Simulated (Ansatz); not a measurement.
Results of LDA in Ansatz (plane waves, PAW) for zinc-blende BeS.

Settings: plane-wave cutoff 520 eV, 12×12×12 k mesh, scalar-relativistic PAW data made under PBE.

Computed at the level's own relaxed cell.

```yaml
crystal:
  lattice:
    - [0.00000, 2.39816, 2.39816]
    - [2.39816, 0.00000, 2.39816]
    - [2.39816, 2.39816, 0.00000]
  atoms:
    - { symbol: Be, position: [0.00000, 0.00000, 0.00000] }
    - { symbol: S, position: [0.75000, 0.75000, 0.75000] }
```

Q: Give the elastic tensor (Voigt notation, GPa, ions relaxed, in the Cartesian axes of the cell as printed).

A: 
```
  168.5    69.0    69.0     0.0     0.0     0.0
   69.0   168.5    69.0     0.0     0.0     0.0
   69.0    69.0   168.5     0.0     0.0     0.0
    0.0     0.0     0.0    87.0     0.0     0.0
    0.0     0.0     0.0     0.0    87.0     0.0
    0.0     0.0     0.0     0.0     0.0    87.0
```

Ansatz is an electronic-structure program.
